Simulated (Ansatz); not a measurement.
The parent structure is PbS in the rock salt structure (space group Fm-3m, No. 225; a = 5.845 Å).

Calculations: LDA/PAW in Ansatz (a first-principles code), without spin-orbit coupling.

Base values:

```
Quantity    Result
--------  --------
Pressure  0.00 GPa
```

Now apply this change: the cell is scaled by 0.9850 in all directions, atoms relaxed at fixed cell.

Problem. Estimate the effect on the energy relative to the base.

Solution. The energy rises by 11 meV/atom.

Problem. What happens to the pressure?

Solution. The pressure goes from zero to 3.20 GPa.

The cells carry an imposed strain or load. Stability against distortions was not tested.
